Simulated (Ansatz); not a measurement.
# VN under a change: V → Cd

The reference is VN in the rock salt structure (space group Fm-3m, No. 225; a = 4.117 Å).

It is then changed as follows: full substitution V → Cd; the structure is relaxed again.

All numbers come from DFT with PBE, PAW potentials and a 420 eV plane-wave cutoff in Ansatz (a program for electronic structure), no spin-orbit coupling, earlier PAW set. Γ-centred 17×17×17 mesh, Fermi–Dirac width 0.05 eV, for the changed cell.

```json
{
 "volume_per_atom": "13.33 Å³ (base 8.72 Å³)",
 "density": "7.87 g/cm³ (base 6.18 g/cm³)",
 "lattice_parameter_a": "4.742 Å (base 4.117 Å)",
 "space_group": "Fm-3m (No. 225) (base Fm-3m (No. 225))",
 "shortest_interatomic_distance": "2.371 Å (base 2.058 Å)",
 "band_gap": "zero (base zero)"
}
```

Cost of the whole job for the changed cell (relaxation, final SCF and bands): roughly 24 core-seconds.

Whether these cells are dynamically stable was not tested. As relaxed here, CdN is a hypothetical phase, not in the database extracts checked. Starting moments died away, wholly or in part, for the base; another magnetic solution may exist. The final runs are not spin-polarised. An odd electron count without spin: CdN.
